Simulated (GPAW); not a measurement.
**σxx against uniaxial strain in fcc Pt (space group 225): C11 (GPAW, LDA)**

```
CELL_PARAMETERS angstrom
      0.00000     1.94453     1.94453
      1.91536     0.00000     1.94453
      1.91536     1.94453     0.00000
ATOMIC_POSITIONS crystal
  Pt 0.00000 0.00000 0.00000
```

Method: LDA (Perdew-Wang 92), GPAW PAW datasets LDA (gpaw-data 1.0.1) (plane waves; GPAW). Settings: mode = pw; ecut = 585 eV; xc = LDA; kpts = 38 38 38; mesh shift (steps) = 0 0 0; occupations.name = fermi-dirac; occupations.width = 0.05 eV; nbands = -5; convergence.density = 1e-06 e/electron; convergence.energy = 1e-06 eV/electron; symmetry.symmorphic = false; symmetry.tolerance = 0.0005; maxiter = 150. The cell above is the first row's. The rows stretch one cube axis (x) by the strain ε and hold the other two. Stress is positive in tension. In all rows the k mesh is held.

| ε (%) | σxx (GPa) |
|---|---|
| -1.5 | -5.75 |
| -1.0 | -3.75 |
| -0.5 | -1.81 |
| 0.0 | 0.08 |
| 0.5 | 1.91 |
| 1.0 | 3.69 |
| 1.5 | 5.41 |
| 2.0 | ? |

### Question
Using a parabola, estimate the missing σxx at ε = 2.0 from the other rows, showing the fit.

### Answer
Least squares gives σxx = 0.079 + 3.7200·ε - 0.1105·ε². Residuals (row less fit): 0.000, 0.002, -0.001, 0.001, -0.001, 0.001, 0.000; standard error 0.002 (degrees of freedom: 4). The slope at ε = 0, 3.7200 GPa per cent, gives C11 ≈ 100 × 3.7200 = 372 GPa, for the static lattice. At the withheld row, σxx = 0.079 + 3.7200 × 2.0 - 0.1105 × 2.0² = 7.077 GPa. The calculation gives 7.08 GPa, which the fit meets to the printed digits. The row lies outside the fitted rows, so this is an extrapolation.

Carrying the step between the two nearest rows on in a straight line would have given 7.13, off by 0.05; series whose last step already gives the withheld value aren't shown. The reference cell has the volume at which an earlier scan in this program and functional put its minimum by a fit. The unstrained cell stands at a pressure of -0.08 GPa, and the constants belong to that pressure. Spin polarisation is off. Spin-orbit coupling is off. Without a gap such slopes are sensitive to mesh and smearing. Cutoffs and mesh are single choices, not tested for convergence of this quantity. Series with a scatter that would blur these digits, or in which a gap closes, are not shown. Strain series were run only where this level's volume lies within 10 % of a first guess from the measured size.
